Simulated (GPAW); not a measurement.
**Parameter sweep on Mg14GaSb (Amm2, 16 atoms in the cell)**

```xyz
16
Lattice="10.2865 0.0000 0.0000 0.0000 3.3017 5.3618 0.0000 -3.3017 5.3618" Properties=species:S:1:pos:R:3 pbc="T T T"
Mg     0.0000     0.0000     1.7625
Mg     0.0000     0.0000     7.1191
Mg     5.1432    -1.6431     4.4374
Mg     5.1432     1.6431     4.4374
Mg     0.0000    -1.6505     4.4597
Mg     0.0000     1.6505     4.4597
Mg     2.6159    -1.6877     6.2789
Mg     7.6705     1.6877     6.2789
Mg     7.6705    -1.6877     6.2789
Mg     2.6159     1.6877     6.2789
Mg     2.6092     0.0000     3.5540
Mg     7.6773     0.0000     3.5540
Mg     2.5421     0.0000     8.9430
Mg     7.7444     0.0000     8.9430
Ga     5.1432     0.0000     1.8180
Sb     5.1432     0.0000     7.1859
```

Base run A: LDA (Perdew-Wang 92), GPAW PAW datasets LDA (gpaw-data 1.0.1) (GPAW), self-consistent single point.

Its settings: mode = pw; ecut = 800 eV; xc = LDA; kpts = 2 3 3; mesh shift (steps) = 0 0 0; occupations.name = marzari-vanderbilt; occupations.width = 0.1 eV; nbands = -24; convergence.density = 1e-05 e/electron; convergence.energy = 1e-05 eV/electron; symmetry.symmorphic = false; symmetry.tolerance = 0.0005; maxiter = 100.

The starting cell comes from a database of computed structures (which also holds hypothetical and non-ambient phases and stackings), without a prior relaxation at this level. The run gives no clean gap (levels at the Fermi energy touch, overlap or are partly filled at this smearing), which alone does not show that the compound is a metal. Without a gap this mesh is coarse (it stands for a supercell whose shortest vector is 19 Å).

ΔF is the free energy per atom less that of run A. A dash stands where there is no value to compare (another energy zero or no entropy term, no result, no spin, no clean gap, or a mesh too coarse for one). 

Runs:
- B: occupations.name: marzari-vanderbilt → methfessel-paxton; occupations.order: default → 0
- C: occupations.name: marzari-vanderbilt → methfessel-paxton; occupations.width: 0.1 eV → 0.2 eV; occupations.order: default → 0
- D: occupations.name: marzari-vanderbilt → fermi-dirac; occupations.width: 0.1 eV → 0.05 eV
- E: occupations.name: marzari-vanderbilt → fermi-dirac; occupations.width: 0.1 eV → 0.2 eV
- F: occupations.name: marzari-vanderbilt → methfessel-paxton; occupations.width: 0.1 eV → 0.05 eV; occupations.order: default → 1
- G: occupations.name: marzari-vanderbilt → methfessel-paxton; occupations.width: 0.1 eV → 0.2 eV; occupations.order: default → 1
- H: occupations.width: 0.1 eV → 0.2 eV
- I: occupations.width: 0.1 eV → 0.3 eV
- J: occupations.name: marzari-vanderbilt → improved-tetrahedron-method; occupations.width: 0.1 eV → default

```tsv
run	ΔF (meV/atom)	pressure (GPa)	largest force (eV/Å)	TS (meV/atom)	ending
A	0.00	-2.56	0.103	0.1	converged
B	-1.24	-2.55	0.106	2.3	converged
C	-4.8	-2.51	0.102	9.5	converged
D	-2.0	-2.55	0.104	3.9	converged
E	-30.0	-2.38	0.103	57.8	converged
F	-0.14	-2.57	0.104	0.0	converged
G	-0.05	-2.55	0.109	0.2	converged
H	-0.06	-2.53	0.100	-0.4	converged
I	0.25	-2.52	0.102	-0.9	converged
J	–	–	–	–	not converged
```

Run E against A: The free energy goes down by 30.0 meV/atom, the pressure goes from -2.56 to -2.38 GPa and the largest force stays at 0.103 eV/Å.

Run B against A: The free energy falls by 1.2 meV/atom, the pressure hardly changes (-2.56 to -2.55 GPa) and the largest force moves little (0.103 to 0.106 eV/Å).

Run C against A: The free energy falls by 4.8 meV/atom, the pressure stays near -2.51 GPa while the yy stress (positive for compression) goes from -5.27 to -4.91 GPa and the largest force moves little (0.103 to 0.102 eV/Å).
